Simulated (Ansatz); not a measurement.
Start from TiO$_{2}$ in the rutile structure (space group P4_2/mnm, No. 136).

```xyz
6
Lattice="4.5912 0.0000 0.0000 0.0000 4.5912 0.0000 0.0000 0.0000 2.9391" Properties=species:S:1:pos:R:3 pbc="T T T"
Ti     0.0000     0.0000     0.0000
Ti     2.2956     2.2956     1.4695
O      1.3977     1.3977     0.0000
O      3.6933     0.8979     1.4695
O      0.8979     3.6933     1.4695
O      3.1934     3.1934     0.0000
```

Method: PBEsol (Ansatz, an electronic-structure program), no SOC.

Base values:

| Property | Value |
|---|---|
| Band gap | 1.87 eV |
| Volume per atom | 10.33 Å³ |
| Electron mass | 0.54 mₑ along c, 1.1 mₑ across (at Γ) |

The change: cell and atoms relaxed at a pressure of 7 GPa.

Predict the new band gap.

The band gap goes up by 0.02 eV, from 1.87 eV to 1.89 eV.

Predict the new volume per atom.

The volume per atom drops by 0.30 Å³ to 10.03 Å³.

Estimate the effect on the electron mass.

The electron mass changes from 0.54 mₑ along c, 1.1 mₑ across (at Γ) to 0.52 mₑ along c, 1.1 mₑ across (at Γ).

Load acts through the strain it causes; cell and atoms are relaxed under it. Effective masses come from finite differences of ±0.01 Å⁻¹. Stability against distortions was not tested. No other phases were tried under pressure. All final runs are without spin polarisation.
